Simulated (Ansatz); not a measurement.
## MoTe2 under a change: biaxial strain +0.60 %, plane normal [001], relaxed out of plane

Base system: MoTe₂ (space group P6_3/mmc, No. 194; a = 3.434 Å, c = 13.329 Å; layered, stacked along the Cartesian z axis). Axes: x lies along a and z along c of the hexagonal cell.

Modification: biaxial strain +0.60 %, plane normal [001], relaxed out of plane (Cartesian); in-plane vectors clamped, the third vector and the atoms free.

The values are results of PBEsol-D3(BJ)/PAW in Ansatz (an electronic-structure program), no SOC, not measurements. Γ-centred 11×11×3 mesh, Fermi–Dirac width 0.05 eV.

The volume per atom rises by 0.206 Å³ (22.69 Å³ → 22.89 Å³) and the space group is still P6_3/mmc (No. 194). The pressure (mean of the normal stresses, compression positive) goes from zero to -0.69 GPa and the band gap drops by 0.03 eV, from 0.33 eV to 0.30 eV (uncertain: the edges found look like a band crossing or inverted bands; the changed cell). The out-of-plane strain comes out as -0.29 % and the mean in-plane stress (compression positive) comes out as -1.0 GPa.

Final structure (turned so that z lies along the plane normal):

```
CELL_PARAMETERS angstrom
      3.45462     0.00000     0.00000
      1.72731     2.99179     0.00000
      0.00000     0.00000    13.29039
ATOMIC_POSITIONS crystal
  Te 0.66667 0.66667 0.38600
  Te 0.33333 0.33333 0.88600
  Te 0.33333 0.33333 0.61400
  Te 0.66667 0.66667 0.11400
  Mo 0.66667 0.66667 0.75000
  Mo 0.33333 0.33333 0.25000
```

Cost of the whole job for the changed cell (relaxation, final SCF and bands): very roughly 100 core-seconds.

With Te present, leaving out spin-orbit coupling can change the band edges. No phonon test of stability was made. The zero or small gap of MoTe2 under biaxial strain +0.60 %, plane normal [001], relaxed out of plane can change with the level of theory.
